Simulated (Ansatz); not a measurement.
**ZnS under load (space group I-4m2): band-edge transport data**

Input:

```
CELL_PARAMETERS angstrom
      0.00000     2.71731     2.57776
      2.71731     0.00000     2.57776
      2.71731     2.71731     0.00000
ATOMIC_POSITIONS crystal
  Zn 0.00000 0.00000 0.00000
  S  0.25000 0.25000 0.25000
```

Calculation: PBEsol with spin-orbit coupling, rigid bands (plane waves, PAW; Ansatz, an electronic-structure program). Condition of this run: uniaxial stress zz = 2 GPa (compression positive) (the target of the relaxation). Geometry: cell and atoms relaxed with PBEsol, then loaded as said.

```json
{
 "band_gap": "2.00 eV",
 "electron conductivity mass (300 K, dilute)": "0.180 mₑ",
 "hole conductivity mass (300 K, dilute)": "0.74 (x), 0.74 (y), 0.45 (z) mₑ",
 "effective density of states N_c (300 K)": "1.8e18 cm⁻³",
 "effective density of states N_v (300 K)": "1.2e19 cm⁻³",
 "density_of_states_mass_electrons": "0.175 mₑ",
 "density_of_states_mass_holes": "0.62 mₑ",
 "Seebeck coefficient, n-type 1e19 cm⁻³, 300 K": "-105 μV/K",
 "Seebeck coefficient, p-type 1e19 cm⁻³, 300 K": "271 μV/K"
}
```

Rigid bands; masses and Seebeck coefficients take one relaxation time τ for all states and one kind of carrier; polarons and phonon drag are left out.
